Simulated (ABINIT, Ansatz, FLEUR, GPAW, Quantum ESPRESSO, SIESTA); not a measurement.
Code comparison for ZrGa5Co (P4/mmm, 7 atoms in the cell)

Self-consistent single point.

```yaml
crystal:
  lattice:
    - [4.10605, 0.00000, 0.00000]
    - [0.00000, 4.10605, 0.00000]
    - [0.00000, 0.00000, 6.57231]
  atoms:
    - { symbol: Zr, position: [0.00000, 0.00000, 0.00000] }
    - { symbol: Ga, position: [0.00000, 0.50000, 0.30543] }
    - { symbol: Ga, position: [0.00000, 0.50000, 0.69457] }
    - { symbol: Ga, position: [0.50000, 0.00000, 0.30543] }
    - { symbol: Ga, position: [0.50000, 0.00000, 0.69457] }
    - { symbol: Ga, position: [0.50000, 0.50000, 0.00000] }
    - { symbol: Co, position: [0.00000, 0.00000, 0.50000] }
```

All programs got the same cell, k-point mesh and kind of occupations (in Ansatz's words: kpoints.mp_grid.grid = 5 5 3; scf.occupations.method = fermi_dirac; scf.occupations.width = 0.1 eV); potentials, basis and cutoffs are each program's usual ones.

```csv
code,model,pressure (GPa),largest force (eV/Å),k-points,cutoff
ABINIT,"PBEsol, PAW (JTH v2.0 PBE PAW, files made for PBE)",-1.23,0.097,12,30 Ha
SIESTA,"GGA PBEsol, numerical atomic orbitals TZP, PseudoDojo PBEsol standard norm-conserving potentials (rewritten from UPF to PSML)",-1.59,0.156,38,grid 300 Ry
FLEUR,"PBEsol, all-electron FLAPW (FLEUR), scalar-relativistic valence",–,0.076,12,Kmax 3.8 1/bohr
Ansatz,"PBEsol, PAW files made with PBE",-1.43,0.079,12,default
GPAW,"PBEsol, GPAW PAW datasets PBEsol (made by gpaw-setup)",-0.65,0.157,12,800 eV
Quantum ESPRESSO,"PBEsol, PseudoDojo standard norm-conserving (PBESOL) pseudopotentials",-1.19,0.082,12,100 Ry
```

A dash marks a value that a program does not give, or that is left out as unsure.

The spread over the programs that give each value: pressure within 0.94 GPa; largest force within 0.081 eV/Å.

The starting cell comes from a database of computed structures (which also holds hypothetical and non-ambient phases and stackings), without a prior relaxation at this level. On Ansatz's run: Spin polarisation is off.

Problem. Why do the programs differ, and what cannot be compared?

Solution. Differences of this kind can come from the potentials, where these differ, and from what each basis and cutoff leave unconverged. The valence holds different numbers of electrons (ABINIT 94, SIESTA 94, FLEUR 92, Ansatz (a program for electronic structure) 94, GPAW 36, Quantum ESPRESSO 94). The zero of total energies and Fermi levels follows the potentials and each program's conventions, so they are not compared here. SIESTA uses small atom-centred bases, whose incompleteness enters pressures, forces and empty levels differently from a plane-wave cutoff. FLEUR treats all electrons, but the usual bases taken here (sphere radii, linearisation, local orbitals, empty states) were not tested for convergence, so the values are no reference for the others. Ansatz's pressure is given at a fixed set of plane waves, as the other plane-wave codes print theirs; with its correction for the finite basis it is -1.38 GPa. The programs reduce the same mesh by symmetry to different extents, which changes the work and not the result.

Keys are those of Ansatz 0.2.
